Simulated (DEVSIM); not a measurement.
System: abrupt Si n-p junction, at 300 K.

Layer 1 from the left is Si, thickness (μm) 46.0, Nd (cm⁻³) 2.7e16, τn (s) 9.3e-5, τp (s) 9.3e-5. Layer 2 from the left is Si, thickness (μm) 1.50, Na (cm⁻³) 7.9e16, τn (s) 9.3e-5, τp (s) 9.3e-5.

Left contact: ohmic. Right contact: ohmic. Voltage is applied to the left contact. Recombination: SRH at mid-gap, radiative, Auger. Mobility is constant in doping.

Constants are typed, rounded textbook-type inputs, not results; the design itself was drawn at random and stands for no fabricated device. Values at 300 K.

Si: gap (eV) 1.124, affinity (eV) 4.05, permittivity 11.7, Nc (cm⁻³) 2.86e19, Nv (cm⁻³) 3.1e19, μn (cm²/Vs) 1417, μp (cm²/Vs) 470, B (cm³/s) 4.7e-15, Cn (cm⁶/s) 2.8e-31, Cp (cm⁶/s) 9.9e-32.

Model (solved in DEVSIM): 1D drift-diffusion, Boltzmann statistics, complete ionisation; no tunnelling, impact ionisation, image-force lowering or self-heating.

Dark forward current:

```
|V| (V)  |J| (A/cm²)
-------  -----------
0.05       3.906e-10
0.10        2.973e-9
0.15        2.053e-8
0.20        1.411e-7
0.25        9.715e-7
0.30        6.701e-6
0.35        4.626e-5
0.40       0.0003193
0.45        0.002205
0.50         0.01521
0.55          0.1047
0.60          0.7104
0.65           4.421
0.70           20.07
0.75           56.66
0.80           114.8
0.85           193.9
0.90           294.1
0.95           415.6
1.00           558.9
1.05           724.2
1.10           911.8
1.15            1122
1.20            1355
1.25            1610
1.30            1889
```

Task: Work out the local ideality factor n = ΔV / (kT/q · ln(J2/J1)) between the rows 0.15 and 0.20 V, 0.40 and 0.45 V, 1.25 and 1.30 V.

Result: kT/q = 25.85 mV. From 0.15 to 0.20 V: ln(1.411e-7/2.053e-8) = 1.928, n = 1.00, near the 1 of diffusion or emission over a barrier. From 0.40 to 0.45 V: ln(0.002205/0.0003193) = 1.932, n = 1.00, near the 1 of diffusion or emission over a barrier. From 1.25 to 1.30 V: ln(1889/1610) = 0.160, n = 12.10.

Task: Estimate the current at 0.40 V from the Shockley equation with J0 = Σ q ni² D/(N L) coth(W/L), τ joining the SRH, radiative and Auger lifetimes that are on, and W taken as the whole layer.

Result: ni² = 1.16e20 cm⁻⁶; holes in the n layer: μ = 470 cm²/Vs, D = 12.1 cm²/s, τ = 9.02e-5 s, L = 331 μm, W/L = 0.14, term 1.83e-12 A/cm²; electrons in the p layer: μ = 1420 cm²/Vs, D = 36.6 cm²/s, τ = 8.52e-5 s, L = 559 μm, W/L = 0.0027, term 5.74e-11 A/cm². J0 = 5.92e-11 A/cm², and J = J0 exp(qV/kT) = 0.000311 A/cm². The simulation gives 0.000319 A/cm²; the estimate lies 2.6 % below. The estimate leaves out recombination in the depletion region and that region's share of W.
